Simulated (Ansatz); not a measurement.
# CoSi2: response to strain

The parent structure is CoSi2 (space group Fm-3m, No. 225; a = 5.361 Å; not spin-polarised; relaxed with 0.1 eV smearing).

Strains are applied to the cell and any free atomic positions relax.

Calculations: PBE (Ansatz, a first-principles code; PAW; 420 eV plane waves; without spin-orbit coupling), earlier PAW set.

| isotropic strain (%) | pressure (GPa) |
|---|---|
| -5.3 | 42.1 |
| -2.32 | 14.8 |
| -0.44 | 2.4 |
| 0 | 0.0 |
| 2.27 | -10.2 |
| 2.99 | ? |
| 5 | -17.7 |

**Question.** Fit P = P₀ − Bδ + Cδ² with δ = (1 + ε)³ − 1 to the rows shown and predict the withheld row.

**Answer.** Least squares on the printed values gives P₀ = -0.1 GPa, B = 195 GPa, C = 546 GPa (largest residual 0.9 GPa); this predicts -13.5 GPa, and the run gives -12.7 GPa, 0.8 higher.

No phonon test of stability was made. Starting moments died away, wholly or in part, for the base; another magnetic solution may exist. The final runs are not spin-polarised. An odd electron count without spin: CoSi2.
